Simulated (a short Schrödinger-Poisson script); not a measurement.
Solved with a short Schrödinger-Poisson script written for these runs: 1D Poisson equation in equilibrium, electrons quantum, Hartree plus LDA exchange-correlation (BenDaniel-Duke, 40 states a valley, the channel's in-plane mass for all, wave functions free to enter the barrier), parabolic valleys, classical holes, donors ionised by Fermi statistics, acceptors fully, no traps, pinning or gate leakage.

Stack: gated In0.52Al0.48As/In0.53Ga0.47As modulation-doped gas in a quantum well, at 20 K.

From the gate side: 30 nm In0.52Al0.48As; 30 nm In0.52Al0.48As, donors 2e18 cm⁻³; 10 nm In0.52Al0.48As; 8 nm In0.53Ga0.47As; 4000 nm In0.52Al0.48As, acceptors 1e14 cm⁻³.

The device is made up for the run: typed textbook-type constants, with dimensions and the other settings drawn at random. In0.52Al0.48As: permittivity 12.5, conduction-band edge (eV) 0.52, gap (eV) 1.45, electron mass (mₑ) 0.075, Nv at 300 K (cm⁻³) 1.1e19. In0.53Ga0.47As: permittivity 13.9, conduction-band edge (eV) 0, gap (eV) 0.74, Nv at 300 K (cm⁻³) 7.7e18.

Channel valleys (confinement mass, in-plane density-of-states mass, number): Γ 0.041, 0.041, 1. At the gate the conduction-band edge of layer 1 lies 0.65 eV − eVg above the Fermi level of the channel; the field vanishes at the back. Donor level 0.05 eV below the band edge. The barrier under the gate holds no holes. Gaps are held at their typed values at every temperature. Mesh 0.08 nm at interfaces.

Problem. Give the gate voltage at 1e11 electrons/cm² (V); the lowest subband against the Fermi level at Vg = 0.4 V (meV); the sheet density of all electrons at Vg = -2.1 V (cm⁻²).

Solution. gate voltage at 1e11 electrons/cm² (V): -3.54; lowest subband against the Fermi level at Vg = 0.4 V (meV): -82.1; sheet density of all electrons at Vg = -2.1 V (cm⁻²): 1.40e12.
